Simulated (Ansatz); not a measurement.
An Ansatz (an electronic-structure program) input (Kohn–Sham DFT with the PBEsol functional, run in Ansatz with PAW and 420 eV plane waves, no SOC):

Ansatz 0.2 input:
```yaml
crystal:
  lattice:
    - [0, 4.8561637838, 4.8561637838]
    - [4.8561637838, -4.8561637838, 4.8561637838]
    - [4.8561637838, 4.8561637838, 0]
  atoms:
    - { symbol: N, position: [0.0045038107, 0.0013896961, -0.0047812852] }
    - { symbol: N, position: [0.0084443057, -0.0005207515, 0.4956518497] }
    - { symbol: N, position: [0.163881756, 0.332064367, 0.1627972393] }
    - { symbol: N, position: [0.1707226662, 0.3336876543, 0.6625118201] }
    - { symbol: N, position: [0.3369595166, 0.6680559408, 0.3343256324] }
    - { symbol: N, position: [0.3347285122, 0.6679313053, 0.8342585854] }
    - { symbol: N, position: [0.5038829859, -0.0015535097, -0.0046812323] }
    - { symbol: N, position: [0.5010010047, 0.001857726, 0.497436941] }
    - { symbol: N, position: [0.6665911776, 0.3312235576, 0.167667574] }
    - { symbol: N, position: [0.6640709236, 0.3323039312, 0.6681727626] }
    - { symbol: N, position: [0.8332240069, 0.6648815431, 0.3349697187] }
    - { symbol: N, position: [0.8291912482, 0.6655335598, 0.8310235296] }
    - { symbol: Y, position: [0.3345868093, 0.1635016565, 0.3327709337] }
    - { symbol: Y, position: [0.3305752564, 0.1687470899, 0.837749838] }
    - { symbol: Y, position: [0.4959027706, 0.5029078131, 0.5009041253] }
    - { symbol: Y, position: [0.494337497, 0.498058949, 1.0022120631] }
    - { symbol: Y, position: [0.6679246392, 0.8331326224, 0.6624084015] }
    - { symbol: Y, position: [0.6674114592, 0.8300762876, 0.1666623307] }
    - { symbol: Y, position: [0.8364074866, 0.1667538577, 0.3317353594] }
    - { symbol: Y, position: [0.8277111349, 0.1651563356, 0.8386064966] }
    - { symbol: Y, position: [-0.0007351881, 0.501035123, 0.5009011098] }
    - { symbol: Y, position: [-0.0025758773, 0.5000895488, 1.0029952237] }
    - { symbol: Y, position: [0.1657833222, 0.8346517107, 0.6618662219] }
    - { symbol: Y, position: [0.166742914, 0.8309276256, 0.1706700335] }
    - { symbol: Y, position: [0.0002511994, 0.0000490802, 0.2476124044] }
basis: { ecutwfc: 420, ecutrho_ratio: 4, xc_grid: 2, fft_grid_basis: typed }
kpoints: { mp_grid: { grid: [4, 3, 4] } }
hamiltonian:
  xc: pbesol
  dispersion: none
  pseudopotentials: { kind: paw }
scf: { occupations: { method: fermi_dirac, width: 0.05 }, convergence: { dr2_threshold: 0.0000000025 } }
relax: { f_tol: 0.02, max_steps: 45 }
output: { forces: true, stress: true }
checkpoint: { write: state.ck, write_every: 1000 }
```

Problem. Which symmetry and how many k-points will the program report, and about how many plane waves at Γ?

Solution. Space group P1 (ITA 1) with 1 operations, k-points 26 of 48, and 6665 plane waves at Γ.

Problem. And the final pressure?

Solution. 12.60 GPa (compression positive).

The cell is small, so the values are those of an ordered compound at a high defect concentration; dilute-limit values will differ. A case with no gap was solved on a k-mesh chosen for an insulator, which is coarse for it. The final runs are not spin-polarised. The cell was made from YN in the rock salt structure (space group Fm-3m, No. 225) by this change: Y interstitial (started 1.72 Å from the nearest host atom). The defect cell is not spin-polarised.
